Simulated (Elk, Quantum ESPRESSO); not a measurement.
An Elk input for a self-consistent single point of BaTe (Fm-3m, 2 atoms in the cell) (DFT, PBE, all-electron FP-LAPW, Elk's shipped species files, APW+lo basis with extra local orbitals):

```
tasks
  0

xctype
  20

rgkmax
  7.5

gmaxvr
  14.0

nxlo
  2

lorbcnd
  .true.

lmaxi
  3

swidth
  0.000367493

maxscl
  100

scale
  9.353667101

avec
    0.0000000000    0.7071067812    0.7071067812
    0.7071067812    0.0000000000    0.7071067812
    0.7071067812    0.7071067812    0.0000000000

atoms
  2
  'Ba.in'
  1
  0.0000000000  0.0000000000  0.0000000000    0.0 0.0 0.0
  'Te.in'
  1
  0.5000000000  0.5000000000  0.5000000000    0.0 0.0 0.0

ngridk
  8 8 8
```

**Question.** Write the same calculation as an input for Quantum ESPRESSO.

**Answer.** One input that does it (others would too):

```fortran
&CONTROL
 calculation = 'scf',
 prefix = 'BaTe',
 outdir = './tmp/',
 pseudo_dir = './',
 tprnfor = .true.,
 tstress = .true.,
/
&SYSTEM
 ibrav = 0,
 nat = 2,
 ntyp = 2,
 ecutwfc = 85,
 occupations = 'smearing',
 smearing = 'fermi-dirac',
 degauss = 0.000734986,
/
&ELECTRONS
 conv_thr = 1.0d-10,
 mixing_beta = 0.4,
/
ATOMIC_SPECIES
Ba   137.3270  Ba.upf
Te   127.6000  Te.upf
ATOMIC_POSITIONS {angstrom}
Ba    0.000000000    0.000000000    0.000000000
Te    3.500000000    3.500000000    3.500000000
K_POINTS {automatic}
8 8 8  0 0 0
CELL_PARAMETERS {angstrom}
   0.000000000     3.500000000     3.500000000
   3.500000000     0.000000000     3.500000000
   3.500000000     3.500000000     0.000000000
```

Basis settings and potentials, where a program has them, do not carry over. This input uses DFT, PBE, plane waves, PseudoDojo standard norm-conserving (PBE) pseudopotentials. Both were run: gap on the mesh 1.603 eV in Elk and 1.604 in Quantum ESPRESSO.

On Elk: the starting cell has typed, rounded lattice constants, without a prior relaxation at this level. Spin-orbit coupling is off. Values depend on the basis (sphere radii, cutoffs, local orbitals), which need not be converged.

On Quantum ESPRESSO: the starting cell has typed, rounded lattice constants, without a prior relaxation at this level. Spin-orbit coupling is off.
